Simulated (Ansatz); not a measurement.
Tunnelling through a barrier is set by its complex band structure: the current falls as exp(−2κd) with the smallest κ.

Input:

```
Bi2Te3
1.0
    4.38754     0.00000     0.00000
   -2.19377     3.79972     0.00000
    2.19377     1.26657    10.09306
Bi Te
2 3
Cartesian
  4.38754   2.53315   8.06967
  0.00000   2.53315   2.02339
  2.19377   1.26657   3.75496
  2.19377   3.79972   6.33810
  0.00000   0.00000   0.00000
```

Space group of this cell: R-3m. The cell was relaxed by PBE-D3(BJ); by r2SCAN its mean pressure is 1.6 GPa.

Transport runs along the normal of the first two printed cell vectors, the (001) plane of the conventional cell.

No gap correction and no spin-orbit coupling; mid-gap values are interpolated between computed energies.

**Question.** State the band gap and the smallest decay constant κ at mid-gap according to Ansatz (a program for electronic structure) with r2SCAN.

**Answer.** Gap 0.49 eV on a 8×8×8 mesh; κ = 0.084 1/Å, at the zone centre.
